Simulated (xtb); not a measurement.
xtb 6.7.1, GFN1-xTB: Zr(F)2(Cl)2(NH3) ([NH3]->[Zr]([F])([F])([Cl])[Cl]), 9 atoms. The geometry is a generated start, not checked to be a minimum at this level.

```yaml
method: GFN1-xTB
"--acc": 1 (default)
"--etemp (K)": 300 (default)
detailed input (--input): "none: ANC optimiser, Lindh (1995) Hessian, microcycle=20, maxdispl=1.0, hlow=0.01 (default)"
basis_functions: 48
valence_electrons: 40
```

```xyz
9

Zr    -0.0171     0.6208     0.9010
F      1.8264     0.4833     0.7072
F     -0.2615     1.6624     2.4172
Cl    -1.1482     1.9268    -0.6009
Cl    -1.1627    -1.2417     1.5775
N      0.1738    -0.7106    -1.0279
H      0.5076    -1.6506    -0.7939
H      0.8237    -0.2931    -1.7011
H     -0.7420    -0.7972    -1.4790
```

Charge 0 and multiplicity 1 are set for this test and not shown to be the ground state.

The structure is relaxed from this start with --opt LEVEL for the levels crude, sloppy, loose, lax, normal, tight, vtight, extreme, once each. Up to the end of the extreme run atoms move by at most 0.67 Å along an axis.

Which level is enough to come within 5 meV of the tightest end point?

tight: 28 cycles against 77, ending 0.64 meV above.

```json
[
 {"level": "crude", "cycles": "4", "energy above the extreme run (meV)": "13", "gradient norm (eV/Å)": "0.18"},
 {"level": "sloppy", "cycles": "5", "energy above the extreme run (meV)": "11", "gradient norm (eV/Å)": "0.13"},
 {"level": "loose", "cycles": "6", "energy above the extreme run (meV)": "9.8", "gradient norm (eV/Å)": "0.085"},
 {"level": "lax", "cycles": "7", "energy above the extreme run (meV)": "9.7", "gradient norm (eV/Å)": "0.10"},
 {"level": "normal", "cycles": "9", "energy above the extreme run (meV)": "9.4", "gradient norm (eV/Å)": "0.034"},
 {"level": "tight", "cycles": "28", "energy above the extreme run (meV)": "0.64", "gradient norm (eV/Å)": "0.041"},
 {"level": "vtight", "cycles": "68", "energy above the extreme run (meV)": "0.015", "gradient norm (eV/Å)": "0.0012"},
 {"level": "extreme", "cycles": "77", "energy above the extreme run (meV)": "—", "gradient norm (eV/Å)": "0.0011"}
]
```
